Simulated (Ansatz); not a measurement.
# Sc2Cu2In (P4/mbm): band-structure transport figures

Given:

```
Cu2InSc2
1.0
    7.10356     0.00000     0.00000
    0.00000     7.10356     0.00000
    0.00000     0.00000     3.46367
Sc In Cu
4 2 4
Direct
  0.16818   0.33182   0.00000
  0.83182   0.66818   0.00000
  0.66818   0.16818   0.00000
  0.33182   0.83182   0.00000
  0.00000   0.00000   0.50000
  0.50000   0.50000   0.50000
  0.37634   0.12366   0.50000
  0.62366   0.87634   0.50000
  0.87634   0.37634   0.50000
  0.12366   0.62366   0.50000
```

Computed with PBEsol, rigid bands (plane waves, PAW, scalar-relativistic; Ansatz, an electronic-structure program). Cell: cell and atoms relaxed with PBEsol.

| Property | Value |
|---|---|
| density of states at the Fermi level | 8.03 states/(eV·cell), both spins |
| bare Sommerfeld coefficient | 1.89 mJ/(mol of atoms·K²) |
| Drude plasma energy | 2.9 (x), 2.9 (y), 5.5 (z) eV |
| root-mean-square Fermi velocity | 3.7e5 m/s |
| resistivity times τ | 57 (x), 57 (y), 15.9 (z) ×10⁻²² Ω·m·s |

A metal at this level (no band gap); rigid bands, thermally averaged at 300 K, both spins. Spin-orbit coupling is left out. τ is one relaxation time for all states.

Computed structure, not matched to a measured one here, so possibly hypothetical: Sc2Cu2In (P4/mbm).
